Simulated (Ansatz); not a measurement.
Consider BN in the zinc blende structure (space group F-43m, No. 216; a = 3.581 Å). Axes: x, y, z lie along the cube axes.

All numbers come from LDA, PAW, 420 eV (Ansatz, a quantum-chemistry and plane-wave program; without spin-orbit coupling).

Strains are applied to the cell and any free atomic positions relax.

One change was made to it. Results:

| quantity | base | after |
|---|---|---|
| shortest interatomic distance | 1.550 Å | 1.548 Å |
| energy relative to the base (free energy F) | 0 meV/atom | +0.4 meV/atom |
| electron mass | 0.90 mₑ along k, 0.30 mₑ across (at X) | 0.89 mₑ along k, 0.30 mₑ across (at X) |
| valley order (the lowest conduction-band minima on the path, energy above the VBM, named in the base's zone) | X along ⟨100⟩ 4.39 eV | X along [001] 4.30 eV; X along [100] 4.39 eV |

Question: Name the change that was made.
A) uniaxial strain ε_zz = +2.50 %
B) uniaxial strain ε_zz = −2.00 %
C) uniaxial strain ε_zz = −0.50 %
D) uniaxial strain ε_zz = +3.00 %

Answer: C, uniaxial strain ε_zz = −0.50 %. For comparison, the valley order in the other runs: uniaxial strain ε_zz = −2.00 % gives X along [001] 4.04 eV; X along [100] 4.41 eV; uniaxial strain ε_zz = +2.50 % gives X along [010] 4.14 eV; X along [001] 4.57 eV; uniaxial strain ε_zz = +3.00 % gives X along [010] 4.09 eV; X along [001] 4.61 eV.

The levels and masses belong to the bands next to the band gap. Effective masses come from finite differences of ±0.01 Å⁻¹. Along k means along the line from Γ to the band edge. No phonon test of stability was made.
